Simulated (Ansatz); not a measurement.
Take HgTe in the zinc blende structure (space group F-43m, No. 216; a = 6.5728 Å) as the base. Axes: x, y, z lie along the cube axes.

Method: Ansatz (a first-principles code) r2SCAN, no spin-orbit coupling.

Perturbation: tensor shear ε_xy = +0.29 % (engineering shear γ = 0.0058); the atoms relax in the strained cell.

Question: Predict the new energy relative to the base and valley order.

Answer: The energy is nearly the same; the valley order (the lowest conduction-band minima on the path, energy above the VBM, named in the base's zone) comes out as Γ 0.01 eV; L along [1-11] 0.93 eV; L along [11-1] 0.98 eV.

With Hg and Te present, leaving out spin-orbit coupling can change the band edges. No phonon test of stability was made. The final runs are not spin-polarised.
